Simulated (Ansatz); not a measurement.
HfO2 with two functionals, Hf → Zr

Take HfO2 in the fluorite structure (space group Fm-3m, No. 225; a = 5.098 Å) as the base.

(Cell as relaxed with PBE.)

Levels (all Ansatz, a quantum-chemistry and plane-wave program, PAW, earlier PAW set): PBE (420 eV, no spin-orbit coupling); r2SCAN (500 eV, no spin-orbit coupling).

Each level relaxes its own structure.

```
base                      PBE    r2SCAN
-------------------  --------  --------
volume per atom      11.04 Å³  10.79 Å³
lattice parameter a   5.098 Å   5.059 Å
band gap              3.75 eV   4.30 eV
```

Modification: Zr takes the place of Hf on all its sites; the structure is relaxed again.

| quantity | PBE | r2SCAN |
|---|---|---|
| electron mass (degenerate bands, along [100]) | 0.51, 2.1 mₑ (at Γ) | 0.53, 2.1 mₑ (at Γ) |
| shift of the gap caused by the change | -0.43 eV | -0.42 eV |
| volume per atom | 11.16 Å³ | 10.98 Å³ |
| band gap | 3.32 eV | 3.89 eV |

PBE's volume per atom lies 0.175 Å³ above r2SCAN's (1.6 %); PBE's band gap lies 0.57 eV below r2SCAN's. Neither level is exact; r2SCAN is the comparison here, not a measurement.

Spin-orbit coupling, missing from the scalar runs, can matter with Hf. Masses are band curvatures over ±0.01 Å⁻¹ around the edge. Stability against distortions was not tested. This is not the structure that ZrO2 has at room temperature and ambient pressure. This is not the structure that HfO2 has at room temperature and ambient pressure.
